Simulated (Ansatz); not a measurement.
**Be₃As₂ (space group P-3m1, No. 164; a hypothetical phase, not in the database extracts checked)**

```xyz
5
Lattice="3.5989 0.0000 0.0000 -1.7995 3.1167 0.0000 0.0000 0.0000 5.9602" Properties=species:S:1:pos:R:3 pbc="T T T"
As     0.0000     2.0778     1.3769
As     1.7995     1.0389     4.5832
Be     0.0000     0.0000     0.0000
Be     0.0000     2.0778     3.6296
Be     1.7995     1.0389     2.3306
```

Level of theory: Kohn–Sham DFT with the PBEsol functional, run in Ansatz (an electronic-structure program) with PAW and 420 eV plane waves, no spin-orbit coupling. Γ-centred 15×15×8 mesh, Fermi–Dirac width 0.05 eV.

```yaml
volume_per_atom: 13.37 Å³
density: 4.39 g/cm³
band_gap: zero
total_energy: -1979.392 eV/atom (σ→0; compares only within this code and set-up)
```

No phonon test of stability was made. The final runs are not spin-polarised.
